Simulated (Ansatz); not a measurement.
Start from MgInGaO4 (space group R3m, No. 160; a = 3.344 Å, c = 25.299 Å (hexagonal axes); a hypothetical phase, not in the database extracts checked).

Levels (all Ansatz, a quantum-chemistry and plane-wave program, PAW): PBEsol (420 eV, no SOC); HSE06 (420 eV, no spin-orbit coupling).

The geometry is relaxed with PBEsol.

| Property | Result |
|---|---|
| PBEsol lowest conduction level above the VBM at special points | Γ 2.07 eV; T 3.23 eV; L 5.72 eV |

With HSE06 at the same geometry, the lowest conduction level above the VBM at special points changes from Γ 2.07 eV; T 3.23 eV; L 5.72 eV to Γ 3.71 eV; T 4.78 eV; L 7.58 eV.

Single points use the geometry relaxed with PBEsol. HSE06 was sampled on its mesh, a few special points and the semilocal edge points, so its gap is an upper bound. The levels and masses belong to the bands next to the band gap. No phonon test of stability was made.
